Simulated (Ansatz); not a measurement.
AlAs (model structure, started from the BN type, Pm-3n, No. 223, 12 atoms in the cell): properties by level of theory

```json
[
 {"level (code)": "LDA (Ansatz)", "lattice constant a (Å)": "6.927", "cohesive energy (eV/atom)": "4.27"},
 {"level (code)": "PBE (Ansatz)", "lattice constant a (Å)": "7.045", "cohesive energy (eV/atom)": "…"},
 {"level (code)": "PBEsol (Ansatz)", "lattice constant a (Å)": "6.984", "cohesive energy (eV/atom)": "3.87"},
 {"level (code)": "PBE-D3(BJ) (Ansatz)", "lattice constant a (Å)": "6.983", "cohesive energy (eV/atom)": "3.77"}
]
```

### Question
What belongs in the gaps?

### Answer

- PBE (Ansatz, an electronic-structure program), cohesive energy (eV/atom): 3.53

Ansatz's density-functional and Hartree–Fock values are scalar-relativistic unless marked +SOC, with PAW data made under PBE.

Free atoms are spin-polarised, in the lowest state found; at levels without +SOC their spin–orbit coupling is left out.

Computed values are for the static lattice.

A model structure was made by putting elements into a prototype or built by hand; it is no filed structure, need not be a known phase, and can be a saddle point held by its symmetry.
